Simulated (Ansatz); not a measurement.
An Ansatz (an electronic-structure program) input (r2SCAN (Ansatz; PAW; 500 eV plane waves; without spin-orbit coupling)):

Ansatz 0.2 input:
```yaml
crystal:
  lattice:
    - [0, 2.8230090531, 2.8230090531]
    - [2.8230090531, 0, 2.8230090531]
    - [2.8230090531, 2.8230090531, 0]
  atoms:
    - { symbol: Ge, position: [0, 0, 0] }
    - { symbol: Ge, position: [0.25, 0.25, 0.25] }
basis: { ecutwfc: 500, ecutrho_ratio: 4, xc_grid: 4, fft_grid_basis: typed }
kpoints: { mp_grid: { grid: [10, 10, 10] } }
hamiltonian:
  xc: r2scan
  dispersion: none
  pseudopotentials: { kind: paw }
scf: { occupations: { method: fermi_dirac, width: 0.05 }, convergence: { dr2_threshold: 0.0000000002 } }
relax: { f_tol: 0.005, max_steps: 50 }
output: { forces: true, stress: true }
checkpoint: { write: state.ck, write_every: 1000 }
```

**Question.** Which symmetry and how many k-points will the program report, and about how many plane waves at Γ?

**Answer.** Space group Fd-3m (ITA 227) with 48 operations, k-points 47 of 1000, and 1139 plane waves at Γ.

**Question.** And the final pressure?

**Answer.** 1.12 GPa (compression positive).

The cells carry an imposed strain or load. Whether these cells are dynamically stable was not tested. The cell was made from Ge in the diamond structure (space group Fd-3m, No. 227) by this change: isotropic strain −0.50 %.
